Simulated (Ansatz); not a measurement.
The starting structures come from a database of crystals and need not be the phases stable at ambient conditions.

Inside the gap of an insulator the Bloch states are evanescent, with a wavenumber k + iκ along the transport direction.

```
CELL_PARAMETERS angstrom
      7.62417     0.00000     0.00000
      0.00000    10.78221     0.00000
      3.81209     5.39110     3.81209
ATOMIC_POSITIONS crystal
  Rb 0.50000 0.25000 0.00000
  Rb 0.50000 0.75000 0.00000
  Sn 0.00000 0.00000 0.00000
  Br 0.51356 0.75678 0.48644
  Br 0.48644 0.24322 0.51356
  Br 0.00000 0.24322 0.51356
  Br 0.00000 0.75678 0.48644
  Br 0.00000 0.75678 0.00000
  Br 0.00000 0.24322 0.00000
```

Space group of this cell: Fm-3m. The cell is taken as given.

Transport runs along the normal of the first two printed cell vectors, the (110) plane of the conventional cell.

The gap is the functional's own, uncorrected, and κ follows it; spin-orbit coupling is left out. Mid-gap values are interpolated between the computed energies.

Task: Compute, with PBEsol in Ansatz (a first-principles code), the band gap and the smallest decay constant κ at mid-gap.

Result: Gap 1.24 eV on a 8×8×8 mesh; κ = 0.184 1/Å, at the zone centre.
